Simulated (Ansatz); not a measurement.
A self-consistent single point of YZn5 (P6/mmm, 6 atoms in the cell) with Ansatz (a quantum-chemistry and plane-wave program).

Method: LDA (PW92), PAW files made with PBE (plane waves; Ansatz).

The change in words: lattice scaled by 0.98. Reference geometry:
```
CELL_PARAMETERS angstrom
      5.33374     0.00000     0.00000
     -2.66687     4.61915     0.00000
      0.00000     0.00000     4.24268
ATOMIC_POSITIONS crystal
  Y  0.00000 0.00000 0.00000
  Zn 0.00000 0.50000 0.50000
  Zn 0.50000 0.00000 0.50000
  Zn 0.50000 0.50000 0.50000
  Zn 0.33333 0.66667 0.00000
  Zn 0.66667 0.33333 0.00000
```

Reference input (self-consistent single point, DFT, LDA (PW92), plane waves, PAW files made with PBE): kpoints.mp_grid.grid = 6 6 6; hamiltonian.xc = lda; hamiltonian.pseudopotentials = {kind: paw} (the program's default PAW files); scf.occupations.method = fermi_dirac; scf.occupations.width = 0.136 eV. This run's input differs from it in these lines:

```diff
@@ -3,5 +3,5 @@
   lattice:
-    - [5.333736, 0.000000, 0.000000]
-    - [-2.666868, 4.619152, 0.000000]
-    - [0.000000, 0.000000, 4.242679]
+    - [5.227061, 0.000000, 0.000000]
+    - [-2.613531, 4.526769, 0.000000]
+    - [0.000000, 0.000000, 4.157825]
   atoms:
```

Output, abridged:

```
SCF iter   1: F=—  HF=-19981.247292 eV  |F-HF|=—  |Δ(HF+E_count)|=         —  Δρ=1.01e-1  dr2=9.79e0  ethr=3.10e-3  ⟨swp⟩=7.8  Hψ=5831  notcnv=0
all-band conjugate gradients solve this SCF's bands
preconditioner: auto → Kerker (q_TF=auto, 2.584 Å⁻¹)
SCF iter   2: F=—  HF=-19979.391881 eV  |F-HF|=—  |Δ(HF+E_count)|=    1.86e0  Δρ=3.48e-2  dr2=6.64e-1  ethr=3.10e-3  ⟨swp⟩=3.0  Hψ=2742  notcnv=0  defer=1
   [... lines left out ...]
SCF iter   7: F=—  HF=-19978.899542 eV  |F-HF|=—  |Δ(HF+E_count)|=   1.19e-4  Δρ=2.93e-4  dr2=8.73e-5  ethr=5.67e-7  ⟨swp⟩=2.0  Hψ=2097  notcnv=0
SCF iter   8: F=—  HF=-19978.899517 eV  |F-HF|=—  |Δ(HF+E_count)|=   2.53e-5  Δρ=6.88e-5  dr2=6.22e-6  ethr=1.23e-7  ⟨swp⟩=2.0  Hψ=2084  notcnv=0
SCF iter   9: F=—  HF=-19978.899516 eV  |F-HF|=—  |Δ(HF+E_count)|=   1.47e-6  Δρ=3.26e-5  dr2=9.08e-7  ethr=8.77e-9  ⟨swp⟩=2.0  Hψ=2044  notcnv=0
SCF iter  10: F=-19978.899516 eV  HF=-19978.899516 eV  |F-HF|=2.43e-8  |Δ(HF+E_count)|=   1.28e-7  Δρ=4.78e-6  dr2=3.83e-8  ethr=1.41e-10  ⟨swp⟩=4.9  Hψ=5784  notcnv=0
SCF 1 converged in 10 iterations: F = -19978.899516 eV  dr2 = 3.83e-8
Free energy (F): -19978.899516 eV
Internal energy: -19978.776142 eV  (E = F + TS)
E sigma→0 (E₀):  -19978.837829 eV
Entropy (-TS):   -0.123373 eV (-20.562 meV/atom)
Fermi energy:    11.361922 eV
--- Forces (eV/Å), atoms counted from 1 ---
  atom   1  Y     -0.00000000     0.00000000     0.00000000
   [... zero for the other atoms too ...]
--- Stress (GPa, compression-positive) ---
       -4.433204       0.000000       0.000000
        0.000000      -4.433204       0.000000
        0.000000       0.000000      -5.259481
  P = ⅓ Tr σ = -4.7086 GPa (-47.086 kbar)
  The stress holds the Pulay correction. Without it, at fixed plane waves, as pw.x and ABINIT print it: P = -4.7531 GPa
```

The run converged in 10 iterations. Against the reference run the free energy drops by 44.3 meV/atom and the pressure goes from -8.86 to -4.71 GPa.

The starting cell comes from a database of computed structures (which also holds hypothetical and non-ambient phases and stackings), without a prior relaxation at this level. Its lattice was rescaled by a random factor within 2.5 % of one. For this run, on top of that: lattice scaled by 0.98. With a pressure of about -5 GPa the cell is away from its equilibrium volume at this level. Ansatz's pressure includes its estimate of the finite-basis (Pulay) stress.

Keys are those of Ansatz 0.2.
